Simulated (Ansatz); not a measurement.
## Mg2Sn: biaxial strain −0.50 %, plane normal [001], relaxed out of plane

The reference is Mg2Sn (space group Fm-3m, No. 225; a = 6.6638 Å; relaxed with 0.1 eV smearing). Axes: x, y, z lie along the cube axes.

It is then changed as follows: biaxial strain −0.50 %, plane normal [001], relaxed out of plane (Cartesian); in-plane vectors clamped, the third vector and the atoms free.

Level of theory: LDA, PAW, 420 eV (Ansatz, a program for electronic structure; no SOC). Γ-centred 15×15×15 mesh, Fermi–Dirac width 0.1 eV.

| quantity | base | changed | shift |
|---|---|---|---|
| volume per atom | 24.66 Å³ | 24.51 Å³ | -0.15 Å³ |
| space group | Fm-3m (No. 225) | I4/mmm (No. 139) | – |
| shortest interatomic distance | 2.886 Å | 2.880 Å | -0.006 Å |
| energy relative to the base (free energy F) | 0 meV/atom | +0.4 meV/atom | +0.4 meV/atom |
| pressure (mean of the normal stresses, compression positive) | 0.0 GPa | 0.3 GPa | +0.3 GPa |
| band gap | zero | zero | – |
| out-of-plane strain | – | +0.38 % | – |
| mean in-plane stress (compression positive) | – | +0.5 GPa | – |

Cost of the whole job for the changed cell (relaxation, final SCF and bands): very roughly 80 core-seconds.

Stability against distortions was not tested.
